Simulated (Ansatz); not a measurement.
**InSe under a change: uniaxial strain ε_yy = +1.56 %**

Take InSe in the beta-GaS type structure (space group P6_3/mmc, No. 194; a = 4.0162 Å, c = 16.9265 Å; layered, stacked along the Cartesian z axis) as the base. Axes: x lies along a and z along c of the hexagonal cell.

It is then changed as follows: uniaxial strain ε_yy = +1.56 %, all other strain components held at zero; the atoms relax in the strained cell.

Calculations: r2SCAN+rVV10 (Ansatz, an electronic-structure program, PAW, scalar-relativistic without spin-orbit coupling), earlier PAW set. Γ-centred 10×10×2 mesh, Fermi–Dirac width 0.05 eV.

| quantity | base | changed | shift |
|---|---|---|---|
| volume per atom | 29.56 Å³ | 30.02 Å³ | +0.46 Å³ |
| space group | P6_3/mmc (No. 194) | Cmcm (No. 63) | – |
| shortest interatomic distance | 2.643 Å | 2.649 Å | +0.006 Å |
| energy relative to the base (free energy F) | 0 meV/atom | +1.5 meV/atom | +1.5 meV/atom |
| pressure (mean of the normal stresses, compression positive) | 0.00 GPa | -0.52 GPa | -0.52 GPa |
| band gap | 0.85 eV | 0.73 eV | -0.12 eV |
| gap character | direct at Γ | direct at Γ | – |
| electron mass | 0.085 mₑ along c, 0.14 mₑ across (at Γ) | 0.078 mₑ along z, 0.14 mₑ across (at Γ) | – |
| hole mass | 0.080 mₑ along c, 2.0 mₑ across (at Γ) | 1.8 mₑ along x, 1.5 mₑ along y, 0.074 mₑ along z (at Γ) | – |
| valence-band top at Γ (three highest levels, from the VBM) | 0.00, -1.16, -1.16 eV | 0.00, -1.21, -1.29 eV | – |
| largest internal atomic displacement | – | 0.026 Å | – |
| stress (xx, yy, zz, yz, xz, xy; compression positive) | – | (-0.34, -1.05, -0.17, 0.00, 0.00, 0.00) GPa | – |

Masses are band curvatures over ±0.01 Å⁻¹ around the edge. Stability against distortions was not tested. k-point labels follow each cell's own Brillouin zone.
